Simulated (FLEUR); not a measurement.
FLEUR run on Be (P6_3/mmc, 4 atoms in the cell): self-consistent single point.

Method of the run: PBE, all-electron FLAPW (FLEUR), scalar-relativistic valence run with FLEUR.

The change in words: lattice scaled by 0.98. Reference geometry:
```yaml
crystal:
  lattice:
    - [2.31973, 0.00000, 0.00000]
    - [-1.15986, 2.00894, 0.00000]
    - [0.00000, 0.00000, 7.46374]
  atoms:
    - { symbol: Be, position: [0.00000, 0.00000, 0.00000] }
    - { symbol: Be, position: [0.00000, 0.00000, 0.50000] }
    - { symbol: Be, position: [0.33333, 0.66667, 0.25000] }
    - { symbol: Be, position: [0.66667, 0.33333, 0.75000] }
```

Reference input (self-consistent single point, DFT, PBE, all-electron FLAPW (FLEUR), scalar-relativistic valence): Kmax = 4 1/bohr; GmaxXC = 14 1/bohr; xcFunctional = pbe; jspins = 1; l_soc = F; mode = gauss; fermiSmearingEnergy = 0.00499791 Htr; mesh (inpgen div1-3) = 16 16 5; inpgen gamma flag = true; Gmax = 14 1/bohr; numbands = 0; maxIterBroyd = 25. This run's input differs from it in these lines:

```diff
@@ -3,5 +3,5 @@
 &input film=f /
-4.3836501914 0.0000000957 0.0000000000
--2.1918251785 3.7963523792 0.0000000000
-0.0000000000 0.0000000000 14.1044244654
+4.2959766190 0.0000005052 0.0000000000
+-2.1479887470 3.7204246336 0.0000000000
+0.0000000000 0.0000000000 13.8223355982
 1.0
@@ -45,5 +45,5 @@
          <bravaisMatrix>
-            <row-1>    4.3836501914000001     0.0000000957000000     0.0000000000000000</row-1>
-            <row-2>   -2.1918251784999998     3.7963523792000000     0.0000000000000000</row-2>
-            <row-3>    0.0000000000000000     0.0000000000000000    14.1044244653999993</row-3>
+            <row-1>    4.2959766190000002     0.0000005052000000     0.0000000000000000</row-1>
+            <row-2>   -2.1479887469999999     3.7204246336000000     0.0000000000000000</row-2>
+            <row-3>    0.0000000000000000     0.0000000000000000    13.8223355982000005</row-3>
          </bravaisMatrix>
```

Output, abridged:

```
 Iteration:     1   Distance:       8.05920154 me/bohr^3
 Iteration:     2   Distance:       7.59513407 me/bohr^3
 Iteration:     3   Distance:       0.26767449 me/bohr^3
 Iteration:     4   Distance:       0.11933838 me/bohr^3
 Iteration:     5   Distance:       0.09666083 me/bohr^3
   [... 2 lines left out ...]
 Iteration:     8   Distance:       0.00022123 me/bohr^3
 Iteration:     9   Distance:       0.00006892 me/bohr^3
 Iteration:    10   Distance:       0.00001087 me/bohr^3
 Iteration:    11   Distance:       0.00000054 me/bohr^3
 Run finished successfully
 Stop message:
   Structural relaxation: Done

[file out, last iteration]
             iter=     12
[...]
          total density-effective poten   -8.5222056524E+01
          total charge density-energy d   -1.1643314387E+01
 Updated energy parameters for spin:           1
[...]
 fermi energy and band-weighting factors:

[...]
FERMIE:
          first approx. to ef    (T=0)  :   0.271516 htr   (energy of the highest occ. eigenvalue)
          number of occ. states  (T=0)  :        360
          first approx. to seigv (T=0)  :   0.690426 htr
          sum of weights of occ. states :   4.000000
          sum of semicore charge        :   0.000000 e
          fermi energy=   0.27138 har   work function=  -7.38461 ev
          number of valence electrons=   8.00000
     band-weighting factor for spin=    1
   [... lines left out ...]
          total moment                 =     0.00000
 Direct bandgap for spin            1 :    1.4335448524697925E-002  Htr
 ---->    free energy=                       -59.0747978002 htr
   [... lines left out ...]
      extrapolation for T->0
 ---->    total electron energy=             -59.0747978002 htr
 ***** TOTAL FORCES ON ATOMS *****
 TOTAL FORCE FOR ATOM TYPE=  1  X=  0.000   Y=  0.000   Z=  0.000
                       FX_TOT= 0.000000 FY_TOT= 0.000000 FZ_TOT= 0.000000
 TOTAL FORCE FOR ATOM TYPE=  2  X=  2.148   Y= -1.240   Z=  3.456
                       FX_TOT= 0.000000 FY_TOT= 0.000000 FZ_TOT= 0.000000
 Structural relaxation: Done
```

The run converged in 11 iterations. FLEUR gives forces in its relaxation mode, with a further iteration, so its stop message speaks of a relaxation. Against the reference run the total energy goes down by 23.2 meV/atom.

The starting cell was generated: these elements placed on a structure prototype, without a prior relaxation; it need not be a known phase or ordering of this composition. Its lattice was rescaled by a random factor within 2.5 % of one. For this run, on top of that: lattice scaled by 0.98. Values depend on the basis (sphere radii, cutoffs, local orbitals), which need not be converged. The log's line on a gap gives a spacing of levels on this mesh, which the program prints for metals too.

Cost on one core of a shared machine: roughly 30 s.
